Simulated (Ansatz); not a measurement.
CaO: response to strain

Take CaO in the NiAs type structure (space group P6_3/mmc, No. 194; a = 3.3006 Å, c = 5.7879 Å; a model cell, its experimental status unchecked) as the base. Axes: x lies along a and z along c of the hexagonal cell.

Strains are applied to the cell and any free atomic positions relax; under biaxial strain the out-of-plane vector relaxes too.

All numbers come from PBEsol, PAW, 420 eV (Ansatz, a program for electronic structure; without spin-orbit coupling).

```json
[
 {"biaxial strain, plane normal [001], relaxed out of plane (%)": "-4.07", "band gap (eV)": "3.56"},
 {"biaxial strain, plane normal [001], relaxed out of plane (%)": "-3.79", "band gap (eV)": "3.58"},
 {"biaxial strain, plane normal [001], relaxed out of plane (%)": "-0.77", "band gap (eV)": "3.74"},
 {"biaxial strain, plane normal [001], relaxed out of plane (%)": "-0.55", "band gap (eV)": "?"},
 {"biaxial strain, plane normal [001], relaxed out of plane (%)": "0", "band gap (eV)": "3.77"}
]
```

Fit E_g = E₀ + Dε (ε in %) to the rows shown and predict the withheld row.

Least squares on the printed values gives E₀ = 3.77 eV, D = 51.9 meV per % of strain (largest residual 0.01 eV); this predicts 3.75 eV, and the run gives 3.75 eV, in agreement.

Whether these cells are dynamically stable was not tested. This is not the structure that CaO has at room temperature and ambient pressure.
